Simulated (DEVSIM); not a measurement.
System: Au/SiON/p-Ge capacitor, at 300 K.

```
layer (left to right)  material  thickness (nm)  Na (cm⁻³)
---------------------  --------  --------------  ---------
1                          SiON            12.0          -
2                            Ge             370     2.6e18
```

Metal gate on the left, work function 5.1 eV. Fixed charge at the semiconductor interface 1.4e11 cm⁻² (in units of +e); no interface traps.

This is a model device: material constants are rounded textbook-type values typed into the input, and sizes, dopings and lifetimes were drawn at random. Values at 300 K.

```tsv
parameter	SiON	Ge
gap (eV)	7	0.664
affinity (eV)	1.4	4
permittivity	5.5	16
Nc (cm⁻³)	-	1.04e19
Nv (cm⁻³)	-	6e18
```

Simulated with DEVSIM: 1D Poisson equation in equilibrium, Boltzmann statistics, complete ionisation; no quantum confinement or tunnelling. Metal contacts follow the ideal Schottky-Mott rule: no Fermi-level pinning, no interface dipoles.

Base results: flat-band voltage (V) 0.40; minimum of the low-frequency capacitance (μF/cm²) 0.269; capacitance of the dielectric stack (μF/cm²) 0.406.

What follows from this one change: fixed charge 1.4e+11 → -9.4e+11 cm^-2?

flat-band voltage 0.40 → 0.83 V; minimum of the low-frequency capacitance little changed (0.269 μF/cm²); capacitance of the dielectric stack little changed (0.406 μF/cm²).

What follows from this one change: interface trap density 0 → 1e+12 cm^-2 eV^-1?

flat-band voltage 0.40 → 0.28 V; minimum of the low-frequency capacitance 0.269 → 0.286 μF/cm²; capacitance of the dielectric stack little changed (0.406 μF/cm²).

What follows from this one change: SiON thickness 0.012 → 0.0066 μm?

flat-band voltage 0.40 → 0.43 V; minimum of the low-frequency capacitance 0.269 → 0.385 μF/cm²; capacitance of the dielectric stack 0.406 → 0.738 μF/cm².
